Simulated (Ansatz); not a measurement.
**BeSe: biaxial strain −2.00 %, plane normal [001], relaxed out of plane**

The parent structure is BeSe in the zinc blende structure (space group F-43m, No. 216; a = 5.1289 Å). Axes: x, y, z lie along the cube axes.

Now apply this change: compressive biaxial strain of 2.00 % in the plane normal to [001], as in epitaxy on a mismatched substrate; the out-of-plane cell vector and the atoms relax.

Method: Ansatz (a quantum-chemistry and plane-wave program) PBEsol, spin-orbit coupling left out. Γ-centred 11×11×11 mesh, Fermi–Dirac width 0.05 eV.

* **Space group**: I-4m2 (No. 119) (base F-43m (No. 216))
* **Shortest interatomic distance**: 2.203 Å (base 2.221 Å)
* **Energy relative to the base (free energy F)**: +6.2 meV/atom
* **Band gap**: 2.26 eV (base 2.47 eV)
* **Gap character**: indirect, Γ → X
* **Smallest direct gap**: 4.39 eV (base 4.28 eV)
* **Electron mass**: 0.80 mₑ along k, 0.26 mₑ across (at X) (base 0.84 mₑ along k, 0.26 mₑ across (at X))
* **Valence-band top at Γ (three highest levels, from the VBM)**: 0.00, 0.00, -0.21 eV (base 0.00, 0.00, 0.00 eV)
* **Valley order (the lowest conduction-band minima on the path, energy above the VBM, named in the base's zone)**: X along [010] 2.26 eV; X along [001] 2.52 eV (base X along ⟨100⟩ 2.47 eV)
* **Out-of-plane strain**: +1.60 %
* **Ratio −ε⊥/ε∥**: 0.80
* **Mean in-plane stress (compression positive)**: +3.0 GPa

Final structure (turned so that z lies along the plane normal):

```
BeSe
1.0
    3.55415     0.00000     0.00000
    0.00000     3.55415     0.00000
    1.77708    -1.77708     2.60546
Be Se
1 1
Direct
  0.00000   0.00000   0.00000
  0.75000   0.75000   0.50000
```

Masses are band curvatures over ±0.01 Å⁻¹ around the edge. Along k means along the line from Γ to the band edge. Whether these cells are dynamically stable was not tested. k-point labels follow each cell's own Brillouin zone.
